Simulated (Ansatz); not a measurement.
The starting structures come from a database of crystals and need not be the phases stable at ambient conditions.

Given:

```yaml
crystal:
  lattice:
    - [3.15741, 0.00000, 0.00000]
    - [1.57870, 2.73439, 0.00000]
    - [1.57870, 0.91146, 6.04262]
  atoms:
    - { symbol: W, position: [0.00066, 0.00066, 0.99803] }
    - { symbol: S, position: [0.42078, 0.42078, 0.73767] }
    - { symbol: S, position: [0.24727, 0.24727, 0.25818] }
```

Space group of this cell: R3m. The cell was relaxed by PBE-D3(BJ); by r2SCAN its mean pressure is 2.2 GPa.

Transport runs along the normal of the first two printed cell vectors, the (001) plane of the conventional cell.

The gap is the functional's own, uncorrected, and κ follows it; spin-orbit coupling is left out. Mid-gap values are interpolated between the computed energies.

Problem. Predict the band gap and the smallest decay constant κ at mid-gap from r2SCAN run with Ansatz (a program for electronic structure).

Solution. Gap 1.03 eV on a 12×12×12 mesh; κ = 0.210 1/Å, at (0.333, 0.167) of the in-plane reciprocal vectors. At the zone centre, at the nearest computed energy, the slowest state has κ = 0.35 1/Å.
